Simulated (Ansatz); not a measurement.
## Point defect Ge on the Ga site in metastable alpha Ga2O3

Method: PBE, PAW (plane waves to 420 eV; Ansatz, a program for electronic structure). A 2×2×1 supercell of 120 sites was used; the energies come from a 2×2×2 Γ-centred sampling of its zone. Site at the start: the Ga site. Energies of charged states are corrected for periodic images (point charge plus alignment at distant sites). Dielectric constants: PBE linear response of the host. Host gap at this level: 2.40 eV. These values are not converged in cell size to better than tenths of an eV. PBE underestimates the host's gap, which shifts levels and can delocalise carriers. Spin–orbit coupling is left out. Each state is the lowest found from its start.

```csv
charge,moment (μB),point group,largest move off a lattice site (Å),image correction with alignment (eV)
+1,not spin-polarised,C3,0.10,0.13
0*,quenched,C3,0.09,–
−1†,not spin-polarised,–,0.07,0.02
```

* At this level the carrier isn't localised at the defect: at charge 0 electrons occupy the conduction band. Such a state is shallow or no state of the defect, and this cell gives it no level.

† Not settled in this cell, so no level is given: charge −1: carriers not clearly localised, level within 0.1 eV of a band edge or past it.

Point groups are those of the whole cell at tolerances of 0.03 and 0.1 Å ("near" where only the looser one holds); none is given for unsettled states.

Starting moments that weren't kept: charge 0 began with 1 μB and ended with 0.0.

Flagged in the runs: a host whose relaxation on this sampling wasn't shown to rest.
